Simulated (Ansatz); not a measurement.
A computed series for AlPt: response to strain

The reference is AlPt (space group P2_13, No. 198; a = 4.868 Å; a cell from a computed database, its experimental status unchecked). Axes: x, y, z lie along the cube axes.

Strains are applied to the cell and any free atomic positions relax; under biaxial strain the out-of-plane vector relaxes too.

The values are results of PBEsol in Ansatz (plane waves to 420 eV, PAW, spin-orbit coupling left out), not measurements.

Notes on the quantities. energy relative to the base: free energy F.

```csv
variant,energy relative to the base,space group,volume per atom
base,0 meV/atom,P2_13 (No. 198),14.42 Å³
"biaxial strain +2.10 %, plane normal [001], relaxed out of plane",+12 meV/atom,P2_12_12_1 (No. 19),14.76 Å³
"biaxial strain −0.26 %, plane normal [110], relaxed out of plane",+0.2 meV/atom,P2_1 (No. 4),14.38 Å³
"biaxial strain +0.52 %, plane normal [110], relaxed out of plane",+0.8 meV/atom,P2_1 (No. 4),14.50 Å³
"biaxial strain +3.14 %, plane normal [111], relaxed out of plane",+25 meV/atom,R3 (No. 146),14.90 Å³
isotropic strain +3.43 %,___,P2_13 (No. 198),15.96 Å³
isotropic strain +5.89 %,+0.229 eV/atom,P2_13 (No. 198),17.12 Å³
uniaxial strain ε_yy = +2.63 %,+9.1 meV/atom,P2_12_12_1 (No. 19),14.80 Å³
tensor shear ε_xy = +3.06 %,+13 meV/atom,P2_1 (No. 4),14.41 Å³
```

Task: What belongs in the blanks?

Result: 
- isotropic strain +3.43 %, energy relative to the base: +85 meV/atom

Without a gap, meshes like the base's 10×10×10 leave anisotropic stresses uncertain by several tenths of a GPa, and small strain energies with them. Stability against distortions was not tested. The final runs are not spin-polarised.

Ansatz is an electronic-structure program.
